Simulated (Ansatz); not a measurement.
# Carrier properties of KBr (Fm-3m)

```xyz
2
Lattice="0.0000 3.2748 3.2748 3.2748 0.0000 3.2748 3.2748 3.2748 0.0000" Properties=species:S:1:pos:R:3 pbc="T T T"
K      0.0000     0.0000     0.0000
Br     3.2748     3.2748     3.2748
```

Level of theory: PBEsol, rigid bands (plane waves, PAW, scalar-relativistic; Ansatz, an electronic-structure program). Geometry: cell and atoms relaxed with PBEsol.

The band gap is 4.34 eV and the electron conductivity mass (300 K, dilute) comes out as 0.38 mₑ. The effective density of states N_c (300 K) is 6.0e18 cm⁻³ and the density-of-states mass, electrons comes out as 0.39 mₑ. The Seebeck coefficient, n-type 1e19 cm⁻³, 300 K is -180 μV/K and the best n-type power factor at 300 K for τ = 10 fs (best axis; densities from 1e16 to 1e21 cm⁻³ tried, whether or not they can be reached) is 2.5 μW/(cm·K²) at 3e19 cm⁻³.

Rigid bands; masses and Seebeck coefficients take one relaxation time τ for all states and one kind of carrier; polarons and phonon drag are left out. Spin-orbit coupling is left out.
